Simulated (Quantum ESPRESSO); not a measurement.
Band structure of SrAgO₃ (Pm-3m, 5 atoms in the cell).

```
SrAgO3
1.0
    4.11025     0.00000     0.00000
    0.00000     4.11025     0.00000
    0.00000     0.00000     4.11025
Sr Ag O
1 1 3
Direct
  0.00000   0.00000   0.00000
  0.50000   0.50000   0.50000
  0.50000   0.50000   0.00000
  0.00000   0.50000   0.50000
  0.50000   0.00000   0.50000
```

Method: PBEsol, GBRV 1.5 ultrasoft (PBESOL) pseudopotentials (plane waves; Quantum ESPRESSO).

Settings: ecutwfc = 40 Ry; ecutrho = 320 Ry; occupations = smearing; smearing = fermi-dirac; degauss = 0.0036749 Ry; potentials = {Sr: sr_pbesol_v1.uspp.F.UPF, Ag: ag_pbesol_v1.4.uspp.F.UPF, O: o_pbesol_v1.2.uspp.F.UPF}; K_POINTS = automatic 11 11 11 0 0 0; nbnd = 36; conv_thr = 1e-09 Ry.

The starting cell comes from a database of computed structures (which also holds hypothetical and non-ambient phases and stackings), without a prior relaxation at this level.

Levels in eV from the Fermi level, bands 21 to 28:
| point | 21 | 22 | 23 | 24 | 25 | 26 | 27 | 28 |
|---|---|---|---|---|---|---|---|---|
| Γ | -0.83 | -0.83 | -0.54 | -0.54 | -0.54 | 4.83 | 5.58 | 5.58 |
| X | -0.84 | -0.84 | -0.11 | -0.11 | 0.65 | 6.94 | 7.07 | 7.97 |
| M | -0.85 | -0.34 | -0.34 | 0.03 | 3.13 | 7.46 | 7.88 | 8.97 |
| R | 0.09 | 0.09 | 0.09 | 3.13 | 3.13 | 6.61 | 6.61 | 6.61 |

Bands cross the Fermi level along this path, so the cell is metallic at this level.
